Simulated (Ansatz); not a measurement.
# Response to strain in MoTe2

Start from MoTe₂ in the 2H-MoS2 type structure (space group P6_3/mmc, No. 194; layered, stacked along the Cartesian z axis).

```yaml
crystal:
  lattice:
    - [3.54193, 0.00000, 0.00000]
    - [-1.77097, 3.06740, 0.00000]
    - [0.00000, 0.00000, 14.18201]
  atoms:
    - { symbol: Mo, position: [0.33333, 0.66667, 0.75000] }
    - { symbol: Mo, position: [0.66667, 0.33333, 0.25000] }
    - { symbol: Te, position: [0.33333, 0.66667, 0.12347] }
    - { symbol: Te, position: [0.66667, 0.33333, 0.62347] }
    - { symbol: Te, position: [0.66667, 0.33333, 0.87653] }
    - { symbol: Te, position: [0.33333, 0.66667, 0.37653] }
```

Cartesian axes are those of the cell as printed.

Strains are applied to the cell and any free atomic positions relax; under biaxial strain the out-of-plane vector relaxes too; under stress the whole cell relaxes.

All numbers come from r2SCAN+rVV10 (Ansatz, an electronic-structure program), without spin-orbit coupling, earlier PAW set.

| variant | smallest direct gap | gap character | band gap |
|---|---|---|---|
| base | 1.09 eV | indirect, Γ → K–Γ (40 % along) | 0.87 eV |
| biaxial strain −1.77 %, plane normal [001], relaxed out of plane | 1.24 eV | [?] | 0.87 eV |
| isotropic strain −4.23 % | 0.90 eV | indirect, M → K–Γ (44 % along) | 0.67 eV |
| uniaxial strain ε_xx = −4.95 % | 1.25 eV | indirect, Y → Σ₀–Γ (38 % along) | [?] |
| uniaxial strain ε_yy = +3.80 % | 0.96 eV | indirect, Γ → Y–C₀ (86 % along) | 0.73 eV |
| uniaxial strain ε_zz = −5.14 % | 1.03 eV | indirect, Γ → K–Γ (40 % along) | 0.57 eV |
| uniaxial stress, 3 GPa compression along z | [?] | indirect, Γ → K–Γ (40 % along) | 0.58 eV |
| tensor shear ε_yz = −3.68 % | 1.08 eV | indirect, Γ → Γ–C (60 % along) | [?] |

Problem. What belongs in the blanks?

Solution. 
- biaxial strain −1.77 %, plane normal [001], relaxed out of plane, gap character: indirect, K → K–Γ (44 % along)
- uniaxial strain ε_xx = −4.95 %, band gap: 0.53 eV
- uniaxial stress, 3 GPa compression along z, smallest direct gap: 1.00 eV
- tensor shear ε_yz = −3.68 %, band gap: 0.85 eV

Spin-orbit coupling, missing from the scalar runs, can matter with Te. Stability under load was not tested beyond the relaxation. Labels are those of the standard path for the cell's own space group.
